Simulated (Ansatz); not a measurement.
The starting structures come from a database of crystals and need not be the phases stable at ambient conditions.

Here is the system:

```yaml
crystal:
  lattice:
    - [7.00787, 0.00000, 0.00000]
    - [0.00000, 7.44375, 0.00000]
    - [0.00000, 3.72187, 2.14882]
  atoms:
    - { symbol: Cd, position: [0.50977, 0.00000, 0.00000] }
    - { symbol: Cd, position: [0.99036, 0.66667, 0.00000] }
    - { symbol: Se, position: [0.37425, 0.66667, 0.00000] }
    - { symbol: S, position: [0.87762, 0.00000, 0.00000] }
```

Space group of this cell: P3m1. The cell is taken as given; by r2SCAN its mean pressure is -1.7 GPa.

Transport runs along the normal of the first two printed cell vectors, the (110) plane of the conventional cell.

The gap is the functional's own, uncorrected, and κ follows it; spin-orbit coupling is left out. Mid-gap values are interpolated between the computed energies.

### Question
Estimate the band gap and the smallest decay constant κ at mid-gap that r2SCAN in Ansatz (a first-principles code) returns for this system.

### Answer
Gap 1.15 eV on a 4×14×14 mesh; κ = 0.095 1/Å, at the zone centre.
